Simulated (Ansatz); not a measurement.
PbTe in the rock salt structure (space group Fm-3m, No. 225)

PbTe is taken in the cubic space group Fm-3m (No. 225), the rock salt structure, Pearson symbol cF8. Cell: a = b = c = 6.534 Å, α = β = γ = 90.00°. Te on 4b sees 6 Pb at 3.267 Å (octahedral). Pb on 4a is coordinated by 6 Te at 3.267 Å (octahedral). (Neighbours: up to the widest gap in distance over summed covalent radii, below 1.35, at either atom; cation-cation and far metal-metal contacts left out.)
(The calculation used a cell of 2 atoms; values per cell refer to that cell.)

Method: r2SCAN/PAW in Ansatz (a program for electronic structure), no spin-orbit coupling. Settings: 9×9×9 k-points, 0.05 eV Fermi–Dirac smearing.

```json
{
 "volume_per_atom": "34.87 Å³",
 "density": "7.97 g/cm³",
 "band_gap": "1.09 eV, direct at L",
 "electron_mass": "0.34 mₑ along k, 0.12 mₑ across",
 "hole_mass": "0.57 mₑ along k, 0.088 mₑ across",
 "Lowest conduction-band minima above the VBM": "L along ⟨111⟩ 1.09 eV; a point along ⟨110⟩, about 0.5 Å⁻¹ from Γ 1.61 eV; a point along ⟨100⟩, about 0.3 Å⁻¹ from Γ 2.01 eV",
 "total_energy": "-9458.344 eV/atom (σ→0; compares only within this code and set-up)"
}
```

With Pb and Te present, leaving out spin-orbit coupling can change the band edges. Effective masses come from finite differences of ±0.01 Å⁻¹. Along k means along the line from Γ to the band edge. No phonon test of stability was made.
